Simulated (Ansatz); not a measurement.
**Migration barriers: P vacancy in zinc-blende AlP, charge state +3**

Consider P vacancy in zinc-blende AlP, charge state +3. Method: PBE, PAW (plane waves to 420 eV; Ansatz, an electronic-structure program).

Cell of 64 host sites held at the relaxed PBE lattice; a 2×2×2 k-point mesh shifted by half a step; Fermi-Dirac width 0.01 eV, spin-restricted; finite-size errors left in. Energies are static. The charge state is imposed; whether it is stable for some Fermi level was not computed. Forms of the defect that were not tried may lie lower.

Barriers: single points on a 3×3×3 k-point mesh shifted by half a step at the bands' geometries.

| Route | Start site over the lowest site run (eV) | Hop (Å) | Forward barrier (eV) | Backward barrier (eV) | Neighbours at the start | Neighbours at the saddle | Saddle order | Forward, on the band's own sampling (eV) |
|---|---|---|---|---|---|---|---|---|
| one P atom jumps into the vacancy from a nearby P site (strongly reconstructed ends) | 0.00 | 3.96 | 2.13 | 2.13 | Al at 2.31, 2 Al at 2.39, Al at 2.42 Å | Al at 2.30, 4 Al at 2.76 Å | first order | 2.13 |

Paths come from nudged elastic bands with a climbing image.  

The whole set of runs took around 2.8 core-hours (rough).
